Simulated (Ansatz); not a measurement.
Given:

```xyz
4
Lattice="3.4521 0.0000 0.0000 0.0000 3.4521 0.0000 0.0000 0.0000 5.6208" Properties=species:S:1:pos:R:3 pbc="T T T"
Be     1.7261     1.7261     2.8104
Be     0.0000     0.0000     2.8104
S      1.7261     0.0000     4.0279
S      0.0000     1.7261     1.5929
```

No spin polarisation.

0.201 electrons added to each cell, a density of 3.0×10^21 cm⁻³, with a uniform compensating background at fixed cell and a 300 K Fermi–Dirac width.

All numbers come from Ansatz (a program for electronic structure) PBEsol, no spin-orbit coupling. Settings: 17×17×11 k-points, 0.0259 eV Fermi–Dirac smearing.

Task: Predict the gap between the host's bands, Fermi level from band edge and gap character.

Result: The gap between the host's bands comes out as 3.35 eV and the Fermi level relative to the doped band's edge (positive inside the band; to 0.05 eV) is +0.75 eV. The gap character comes out as direct at Γ.

Charged cell with a jellium background: band edges are those of the host's band count, energies are not comparable with the neutral cell, and many-body gap narrowing is missing. Whether these cells are dynamically stable was not tested. The cell was made from BeS (space group P4/nmm, No. 129; a hypothetical phase, not in the database extracts checked; layered, stacked along the Cartesian z axis) by this change: electrons 3.0×10^21 cm⁻³. No dispersion term is included in the PBEsol runs.
